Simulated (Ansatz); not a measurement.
**BN: uniaxial strain ε_zz = −2.50 %**

Start from BN in the zinc blende structure (space group F-43m, No. 216; a = 3.6057 Å). Axes: x, y, z lie along the cube axes.

The change: the cell is compressed by 2.50 % along z with no lateral relaxation; the atoms relax in the strained cell.

The values are results of PBEsol (Ansatz, a program for electronic structure, PAW, scalar-relativistic without spin-orbit coupling), not measurements. Settings: 16×16×16 k-points, 0.05 eV Fermi–Dirac smearing.

| quantity | base | changed | shift |
|---|---|---|---|
| space group | F-43m (No. 216) | I-4m2 (No. 119) | – |
| shortest interatomic distance | 2.950 bohr | 2.926 bohr | -0.024 bohr |
| energy relative to the base (free energy F) | 0 meV/atom | +9.2 meV/atom | +9.2 meV/atom |
| pressure (mean of the normal stresses, compression positive) | 0.00 GPa | 10.20 GPa | +10.20 GPa |
| band gap (an upper bound: an edge found on the path is not a true extremum; the changed cell) | 4.30 eV | 3.86 eV | -0.435 eV |
| stress (xx, yy, zz, yz, xz, xy; compression positive) | – | (5.13, 5.13, 20.36, 0.00, 0.00, 0.00) GPa | – |

Final structure:

```
BN
1.0
    0.00000     1.80284     1.75777
    1.80284     0.00000     1.75777
    1.80284     1.80284     0.00000
B N
1 1
Direct
  0.00000   0.00000   0.00000
  0.25000   0.25000   0.25000
```

Gaps are read on the SCF mesh and a high-symmetry path. Stability against distortions was not tested.
